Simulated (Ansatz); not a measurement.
Input and output of a self-consistent single point for the (100) slab of ScB2 (cut from a parent of space group no. 191; 9 atoms in the cell) (Ansatz, a quantum-chemistry and plane-wave program).

Level of theory: PBEsol, default PAW files made with PBE (plane waves; Ansatz).

```xyz
9
Lattice="3.1297 0.0000 0.0000 0.0000 3.5177 0.0000 0.0000 0.0000 21.2277" Properties=species:S:1:pos:R:3 pbc="T T T"
Sc     0.7824     0.0000     7.9034
B      2.3473     1.7589     7.0000
B      2.3473     1.7589     8.8069
Sc     2.3473     0.0000    10.6138
B      0.7824     1.7589     9.7104
B      0.7824     1.7589    11.5173
Sc     0.7824     0.0000    13.3242
B      2.3473     1.7589    12.4208
B      2.3473     1.7589    14.2277
```

Reference input (self-consistent single point, DFT, PBEsol, plane waves, default PAW files made with PBE): basis.ecutwfc = 420 eV; kpoints.mp_grid.grid = 10 9 1; hamiltonian.xc = pbesol; hamiltonian.pseudopotentials = {kind: paw} (the program's default PAW files); scf.occupations.method = gaussian; scf.occupations.width = 0.1 eV. This run's input differs from it in these lines:

Ansatz 0.2 input:
```diff
@@ -18,3 +18,3 @@
 kpoints:
-  mp_grid: { grid: [10, 9, 1] }
+  mp_grid: { grid: [17, 15, 1] }
 hamiltonian:
```

Output, abridged:

```
SCF iter   1: F=—  HF=-7251.569129 eV  |F-HF|=—  |Δ(HF+E_count)|=         —  Δρ=4.98e-3  dr2=2.53e-1  ethr=1.77e-3  ⟨swp⟩=7.0  Hψ=12914  notcnv=0  defer=19
all-band conjugate gradients solve this SCF's bands
preconditioner: auto → LDOS
SCF iter   2: F=—  HF=-7251.547652 eV  |F-HF|=—  |Δ(HF+E_count)|=   2.15e-2  Δρ=2.10e-3  dr2=6.20e-2  ethr=4.95e-4  ⟨swp⟩=2.0  Hψ=3891  notcnv=0  defer=231
   [... lines left out ...]
SCF iter   4: F=—  HF=-7251.543104 eV  |F-HF|=—  |Δ(HF+E_count)|=   1.52e-4  Δρ=1.07e-4  dr2=3.14e-5  ethr=2.84e-6  ⟨swp⟩=3.0  Hψ=3622  notcnv=0  defer=231
SCF iter   5: F=—  HF=-7251.543200 eV  |F-HF|=—  |Δ(HF+E_count)|=   9.64e-5  Δρ=3.66e-5  dr2=2.67e-6  ethr=6.15e-8  ⟨swp⟩=2.6  Hψ=4578  notcnv=0  defer=228
SCF iter   6: F=—  HF=-7251.543201 eV  |F-HF|=—  |Δ(HF+E_count)|=   4.95e-7  Δρ=9.70e-6  dr2=3.69e-7  ethr=5.24e-9  ⟨swp⟩=2.6  Hψ=4483  notcnv=0  defer=227
SCF iter   7: F=-7251.543201 eV  HF=-7251.543201 eV  |F-HF|=1.89e-8  |Δ(HF+E_count)|=   5.95e-8  Δρ=2.75e-6  dr2=1.68e-8  ethr=1.96e-10  ⟨swp⟩=14.5  Hψ=13528  notcnv=0
SCF 1 converged in 7 iterations: F = -7251.543201 eV  dr2 = 1.68e-8
Free energy (F): -7251.543201 eV
Internal energy: -7251.528299 eV  (E = F + TS)
E sigma→0 (E₀):  -7251.535750 eV
Entropy (-TS):   -0.014902 eV (-1.656 meV/atom)
Fermi energy:    1.075972 eV
--- Forces (eV/Å), atoms counted from 1 ---
  atom   1  Sc     0.00000000    -0.00000000    -1.68171462
  atom   2  B      0.00000000     0.00000000     1.85375926
  atom   3  B      0.00000000    -0.00000000    -0.17462785
  atom   4  Sc    -0.00000000     0.00000000     0.00000000
  atom   5  B      0.00000000    -0.00000000    -0.07777993
  atom   6  B      0.00000000     0.00000000     0.07777993
  atom   7  Sc     0.00000000     0.00000000     1.68171462
  atom   8  B      0.00000000     0.00000000     0.17462785
  atom   9  B      0.00000000    -0.00000000    -1.85375926
--- Stress (GPa, compression-positive) ---
       -3.190128       0.000000      -0.000000
        0.000000      -3.207367      -0.000000
       -0.000000      -0.000000      -2.406783
  P = ⅓ Tr σ = -2.9348 GPa (-29.348 kbar)
  The stress holds the Pulay correction. Without it, at fixed plane waves, as pw.x and ABINIT print it: P = -2.9930 GPa
```

The run converged in 7 iterations. Against the reference run the free energy goes up by 1.4 meV/atom and the largest force goes from 1.867 to 1.854 eV/Å.

The starting cell comes from a database of computed structures (which also holds hypothetical and non-ambient phases and stackings), without a prior relaxation at this level. The slab is cut from that crystal, and its faces are unrelaxed. Its lattice was rescaled by up to half a per cent. Spin polarisation is off, though cut faces can carry moments; the slab shows no gap. Forces in this geometry exceed 1 eV/Å.

Cost on one core of a shared machine: roughly 40 s.
